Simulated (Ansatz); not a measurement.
Where the default PAW files enter, the runs use the earlier of Ansatz's two default sets.

Data:

```yaml
crystal:
  lattice:
    - [7.63226, 0.00000, 0.00000]
    - [-3.81613, 6.60973, 0.00000]
    - [3.81613, 2.20324, 3.11586]
  atoms:
    - { symbol: Fe, position: [0.50000, 0.50000, 0.00000] }
    - { symbol: Fe, position: [0.00000, 0.50000, 0.00000] }
    - { symbol: Fe, position: [0.50000, 0.00000, 0.00000] }
    - { symbol: Fe, position: [0.00000, 0.00000, 0.00000] }
    - { symbol: S, position: [0.50000, 0.88538, 0.38538] }
    - { symbol: S, position: [0.50000, 0.11462, 0.61462] }
    - { symbol: S, position: [0.00000, 0.11462, 0.38538] }
    - { symbol: S, position: [0.00000, 0.88538, 0.61462] }
    - { symbol: S, position: [0.72924, 0.61462, 0.38538] }
    - { symbol: S, position: [0.27076, 0.38538, 0.61462] }
    - { symbol: S, position: [0.77076, 0.38538, 0.84386] }
    - { symbol: S, position: [0.22924, 0.61462, 0.15614] }
```

Space group of this cell: Pa-3. The cell is taken as given; by PBEsol its mean pressure is -6.3 GPa.

Transport runs along the normal of the first two printed cell vectors, the (111) plane of the conventional cell.

The gap is the functional's own, uncorrected, and κ follows it; spin-orbit coupling is left out. Mid-gap values are interpolated between the computed energies.

### Question
Give the band gap and the smallest decay constant κ at mid-gap that PBEsol run with Ansatz (a program for electronic structure) yields.

### Answer
Gap 0.60 eV on a 10×10×10 mesh; κ = 0.164 1/Å, at the zone centre.
